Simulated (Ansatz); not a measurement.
The parent structure is CuCl in the zinc blende structure (space group F-43m, No. 216; a = 5.4240 Å).

Computed with PBE (Ansatz, an electronic-structure program; PAW; 420 eV plane waves; no spin-orbit coupling).

One change was made to it. Results:

The band gap goes up by 0.025 eV to 0.55 eV; the width of the top valence band goes up by 0.04 eV, from 1.08 eV to 1.12 eV; the hole mass (degenerate bands, along [100]) changes from 0.39, 1.6, 1.6 mₑ (at Γ) to 0.40, 1.5, 1.5 mₑ (at Γ); the density grows by 0.06 g/cm³ to 4.18 g/cm³.

### Question
Which of these changes matches the shifts?
A. pressure 5 GPa
B. pressure 0.7 GPa
C. pressure 1.5 GPa

### Answer
B, pressure 0.7 GPa. For comparison, the density in the other runs: pressure 5 GPa gives 4.48 g/cm³; pressure 1.5 GPa gives 4.24 g/cm³.

Load acts through the strain it causes; cell and atoms are relaxed under it. Effective masses come from finite differences of ±0.01 Å⁻¹. Stability against distortions was not tested. Tetrahedral semiconductors of this kind turn to denser phases somewhere between about 1 and 50 GPa; those were not computed, so compressed cells here can lie past the real transition. No Hubbard U is applied. The final runs are not spin-polarised.
